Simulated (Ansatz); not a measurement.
Start from TiN in the rock salt structure (space group Fm-3m, No. 225; a = 4.2325 Å). Axes: x, y, z lie along the cube axes.

Method: r2SCAN (Ansatz, a first-principles code), no spin-orbit coupling.

Base values:

The shortest interatomic distance is 211.6 pm.

The change: uniaxial stress, 8 GPa compression along x; all other stress components relax to zero.

Question: Estimate the effect on the energy relative to the base.

Answer: The energy rises by 3.1 meV/atom.

Question: What does the calculation give for the shortest interatomic distance after the change?

Answer: The shortest interatomic distance shrinks by 2.8 pm to 208.8 pm.

Without a gap, meshes like the base's 19×19×19 leave anisotropic stresses uncertain by several tenths of a GPa, and small strain energies with them. Load acts through the strain it causes; cell and atoms are relaxed under it. Beyond what the load breaks, stability against distortions was not tested. All final runs are without spin polarisation. An odd electron count without spin: TiN.
